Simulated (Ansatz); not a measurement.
An Ansatz (a first-principles code) run: ZrB2 with a change (uniaxial strain ε_zz = −1.00 %); PBE (Ansatz, PAW, scalar-relativistic without spin-orbit coupling).

Input:

Ansatz 0.2 input:
```yaml
crystal:
  lattice:
    - [3.1714303494, 0, 0]
    - [-1.5857151747, 2.7465392489, 0]
    - [0, 0, 3.5064039364]
  atoms:
    - { symbol: Zr, position: [0, 0, 0] }
    - { symbol: B, position: [0.6666666667, 0.3333333333, 0.5] }
    - { symbol: B, position: [0.3333333333, 0.6666666667, 0.5] }
basis: { ecutwfc: 420, ecutrho_ratio: 4, xc_grid: 2, fft_grid_basis: typed }
kpoints: { mp_grid: { grid: [21, 21, 16] } }
hamiltonian:
  xc: pbe
  dispersion: none
  pseudopotentials: { kind: paw }
scf: { occupations: { method: fermi_dirac, width: 0.1 }, convergence: { dr2_threshold: 0.0000000003 } }
relax: { f_tol: 0.005, max_steps: 50 }
output: { forces: true, stress: true }
checkpoint: { write: state.ck, write_every: 1000 }
```

Output:

```
Relaxation: its limit of steps is 50 (relax.max_steps)
WARN ansatz: RAYON_NUM_THREADS=1 ignored (pool sized by the plan → 1); use --threads N
Pseudopotentials: kind: paw
Pseudopotential: Zr, paw, valence charge 12
Pseudopotential: B, paw, valence charge 3
Functional definition: PBE
Crystal: 3 atoms, lattice volume = 30.542 Å³
Basis set: ecut = 420 eV, 575 PW (Γ), exchange–correlation on 48×48×48 points (8 copies of the dense FFT grid, shifted against one another)
Bands: 13, of which v1, the nominal top of the filled ones, is band 9 counted from 1 (8 counted from 0)
Symmetry: 24 space group operations
Space group: P6/mmm (ITA 191), of the structure as read, at distance tolerance 3.1e-5 Å
k-points: 432 of 7056
Initial density: superposition of atomic densities (neutral atoms: chi_scale 0, normalization atom), corrected by the library's trained network
Initial wavefunctions: pseudopotential atomic-orbital guess
Eigensolver: davidson
Functional: x = pbe(κ = 0.804, μ = 0.2195149727645171), c = pbe(β = 0.06672455060314922)
SCF iter   1: F=—  HF=-4498.721265 eV  |F-HF|=—  |Δ(HF+E_count)|=         —  Δρ=1.52e-3  dr2=6.17e-4  ethr=1.77e-3  ⟨swp⟩=4.8  Hψ=27358  notcnv=0
all-band conjugate gradients solve this SCF's bands
preconditioner: auto → none
SCF iter   2: F=—  HF=-4498.721190 eV  |F-HF|=—  |Δ(HF+E_count)|=   7.51e-5  Δρ=8.14e-4  dr2=1.82e-4  ethr=3.43e-6  ⟨swp⟩=2.3  Hψ=12154  notcnv=0
SCF iter   3: F=—  HF=-4498.721211 eV  |F-HF|=—  |Δ(HF+E_count)|=   2.04e-5  Δρ=2.97e-4  dr2=3.19e-5  ethr=1.01e-6  ⟨swp⟩=2.0  Hψ=7809  notcnv=0
SCF iter   4: F=—  HF=-4498.721207 eV  |F-HF|=—  |Δ(HF+E_count)|=   3.61e-6  Δρ=9.22e-5  dr2=1.61e-6  ethr=1.77e-7  ⟨swp⟩=2.9  Hψ=9498  notcnv=0
SCF iter   5: F=—  HF=-4498.721207 eV  |F-HF|=—  |Δ(HF+E_count)|=   3.46e-7  Δρ=1.67e-5  dr2=7.15e-8  ethr=8.97e-9  ⟨swp⟩=2.0  Hψ=9070  notcnv=0
SCF iter   6: F=—  HF=-4498.721207 eV  |F-HF|=—  |Δ(HF+E_count)|=   1.80e-8  Δρ=2.17e-6  dr2=1.61e-9  ethr=3.97e-10  ⟨swp⟩=2.0  Hψ=9131  notcnv=0
SCF iter   7: F=-4498.721207 eV  HF=-4498.721207 eV  |F-HF|=1.56e-10  |Δ(HF+E_count)|=  3.89e-10  Δρ=9.73e-7  dr2=2.02e-10  ethr=1.67e-12  ⟨swp⟩=4.0  Hψ=18964  notcnv=0
SCF 1 converged in 7 iterations: F = -4498.721207 eV  dr2 = 2.02e-10
relax step   1: F+E_penalty+E_count = -4498.72120737 eV  Δ(F+E_penalty+E_count) = +0.000e0 eV  max|allowed force component| = 4.256e-16 eV/Å  Δτ_max = 0.0000 Å  (7 SCF iters, accepted)
the relaxation is at rest under the 24 symmetry operations that the run kept from its start: a minimum is not shown …
SCF converged after 7 iterations
Free energy (F): -4498.721207 eV
Harris-Foulkes:  -4498.721207 eV  (|F-HF|=1.56e-10)
Internal energy: -4498.712035 eV  (E = F + TS)
E sigma→0 (E₀):  -4498.716621 eV
Entropy (-TS):   -0.009172 eV (-3.057 meV/atom)
Fermi energy:    15.932267 eV
--- Per-component energies (eV) ---
  E_band       = -23.171546
  E_kinetic    = 435.770429
  E_local      = -553.039005  (includes V_loc(G=0)·N_el)
  E_nonlocal   = 100.583570
  E_hartree    = 175.217271
  E_xc         = -229.148962
  E_vxc        = -271.608499  (∫ρ·V_xc dr)
  E_paw        = -3110.921118  (= ΣΔE_a)
  E_vpaw       = -85.312278  (= ΣTr[D̂ρ^β])
  E_aug_tail   = 0.000017  (compensation charges beyond the density's cutoff)
  E_ewald      = -1317.174237
  E_smearing   = -0.009172  (= −TS)
  E_closure    = 0.000000  (closes the sum)
  Σ components = -4498.721207   (vs F -4498.721207, Δ=0.00e0)
  [band-id]    e_kinetic+e_local+e_nonlocal+2·e_hartree+e_vxc+e_vpaw+e_augmentation_tail = -23.171223   (vs E_band -23.171546, Δ=3.22e-4)
--- Forces (eV/Å), atoms counted from 1 ---
  atom   1  Zr     0.00000000     0.00000000     0.00000000
  atom   2  B      0.00000000    -0.00000000     0.00000000
  atom   3  B      0.00000000     0.00000000    -0.00000000
  max |Σ_I F_I| component: 2.29e-29 eV/Å
--- Stress (GPa, compression-positive) ---
        1.251850      -0.000000      -0.000000
        0.000000       1.251850      -0.000000
       -0.000000      -0.000000       4.433400
  P = ⅓ Tr σ = 2.3124 GPa (23.124 kbar)
  The stress holds the Pulay correction. Without it, at fixed plane waves, as pw.x and ABINIT print it: P = 2.1147 GPa
  The stress includes an estimate of the error left by incomplete SCF convergence (largest component -0.0008 GPa).
--- Band table ---
  band table: none
--- Relaxed structure (1 steps of the walk, 1 accepted, 0 SCFs on fresh bases) ---
  F+E_penalty+E_count = -4498.72120737 eV   max|allowed force component| = 4.256e-16 eV/Å
  atoms:
    - { symbol: Zr, position: [0.0, 0.0, 0.0] }
    - { symbol: B, position: [0.6666666666666666, 0.3333333333333333, 0.5000000000000001] }
    - { symbol: B, position: [0.3333333333333333, 0.6666666666666666, 0.5000000000000001] }
```

Whether these cells are dynamically stable was not tested. The final runs are not spin-polarised. The cell was made from ZrB2 (space group P6/mmm, No. 191) by this change: uniaxial strain ε_zz = −1.00 %.
